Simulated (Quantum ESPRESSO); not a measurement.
A self-consistent single point of LuAu2 (I4mm, 3 atoms in the cell) with Quantum ESPRESSO.

Method of the run: LDA (PZ), PSlibrary ultrasoft (LDA) pseudopotentials (plane waves; Quantum ESPRESSO).

```
CELL_PARAMETERS angstrom
      1.83158    -1.83158     4.47095
      1.83158     1.83158     4.47095
     -1.83158    -1.83158     4.47095
ATOMIC_POSITIONS crystal
  Lu 0.00000 0.00559 0.00559
  Au 0.00000 0.66394 0.66394
  Au 0.00000 0.33606 0.33606
```

Reference input (self-consistent single point, DFT, LDA (PZ), plane waves, PSlibrary ultrasoft (LDA) pseudopotentials): ecutwfc = 50 Ry; ecutrho = 450 Ry; occupations = smearing; smearing = gauss; degauss = 0.0073499 Ry; potentials = {Lu: Lu.pz-spdn-rrkjus_psl.1.0.0.UPF, Au: Au.pz-n-rrkjus_psl.1.0.0.UPF}; K_POINTS = automatic 6 6 6 0 0 0; conv_thr = 1e-11 Ry. This run's input differs from it in these lines:

```diff
@@ -30,3 +30,3 @@
 K_POINTS {automatic}
-6 6 6  0 0 0
+9 9 9  1 1 1
```

Output, abridged:

```
     Self-consistent Calculation

     iteration #  1     ecut=    50.00 Ry     beta= 0.70

     total energy              =    -295.24424485 Ry
     estimated scf accuracy    <       0.39992149 Ry

     iteration #  2     ecut=    50.00 Ry     beta= 0.70

     total energy              =    -295.37313239 Ry
     estimated scf accuracy    <       0.48383366 Ry

     iteration #  3     ecut=    50.00 Ry     beta= 0.70

     total energy              =    -295.45043106 Ry
     estimated scf accuracy    <       0.00745119 Ry

   [... 9 blocks of this kind left out ...]

     iteration # 13     ecut=    50.00 Ry     beta= 0.70

     total energy              =    -295.45869073 Ry
     estimated scf accuracy    <          1.4E-11 Ry

     iteration # 14     ecut=    50.00 Ry     beta= 0.70
     End of self-consistent calculation

     the Fermi energy is    13.8329 ev

!    total energy              =    -295.45869073 Ry
     estimated scf accuracy    <          7.0E-12 Ry
     smearing contrib. (-TS)   =      -0.00032626 Ry
     internal energy E=F+TS    =    -295.45836447 Ry

     convergence has been achieved in  14 iterations

     Forces acting on atoms (cartesian axes, Ry/au):

     atom    1 type  1   force =     0.00000000    0.00000000   -0.01041337
     atom    2 type  2   force =     0.00000000    0.00000000    0.00310422
     atom    3 type  2   force =     0.00000000    0.00000000    0.00730915

     Total force =     0.013096     Total SCF correction =     0.000001

          total   stress  (Ry/bohr**3)                   (kbar)     P=      -92.75
  -0.00060352   0.00000000   0.00000000          -88.78        0.00        0.00
   0.00000000  -0.00060352   0.00000000            0.00      -88.78        0.00
   0.00000000   0.00000000  -0.00068442            0.00        0.00     -100.68

   JOB DONE.
```

The run converged in 14 iterations. Against the reference run the free energy is nearly the same (within 1 meV/atom), the pressure stays near -9.27 GPa while the zz stress (positive for compression) goes from -10.39 to -10.07 GPa and the largest force hardly changes (0.271 to 0.268 eV/Å).

The starting cell comes from a database of computed structures (which also holds hypothetical and non-ambient phases and stackings), without a prior relaxation at this level. Its lattice was rescaled by up to half a per cent. One atom was moved a little off its site on purpose.

Cost on one core of a shared machine: roughly 4 min.
